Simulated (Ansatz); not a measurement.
Fermi-surface data of LaRh₃Ni₂ (P6/mmm)

Data:

```yaml
crystal:
  lattice:
    - [5.21510, 0.00000, 0.00000]
    - [-2.60755, 4.51641, 0.00000]
    - [0.00000, 0.00000, 3.99055]
  atoms:
    - { symbol: La, position: [0.00000, 0.00000, 0.00000] }
    - { symbol: Ni, position: [0.66667, 0.33333, 0.00000] }
    - { symbol: Ni, position: [0.33333, 0.66667, 0.00000] }
    - { symbol: Rh, position: [0.50000, 0.50000, 0.50000] }
    - { symbol: Rh, position: [0.00000, 0.50000, 0.50000] }
    - { symbol: Rh, position: [0.50000, 0.00000, 0.50000] }
```

All values below come from PBEsol, rigid bands (plane waves, PAW, scalar-relativistic; Ansatz, an electronic-structure program). Geometry: cell and atoms relaxed with PBEsol.

density of states at the Fermi level: 6.08 states/(eV·cell), both spins
bare Sommerfeld coefficient: 2.4 mJ/(mol of atoms·K²)
Drude plasma energy: 4.8 (x), 4.8 (y), 4.3 (z) eV
root-mean-square Fermi velocity: 3.6e5 m/s
resistivity times τ: 21 (x), 21 (y), 26 (z) ×10⁻²² Ω·m·s

A metal at this level (no band gap); rigid bands, thermally averaged at 300 K, both spins. Spin-orbit coupling is left out. τ is one relaxation time for all states.

Computed structure, not matched to a measured one here, so possibly hypothetical: LaRh3Ni2 (P6/mmm). Treated as nonmagnetic (a ferromagnetic start lost its moment, other orders weren't tried): LaRh3Ni2 (P6/mmm).
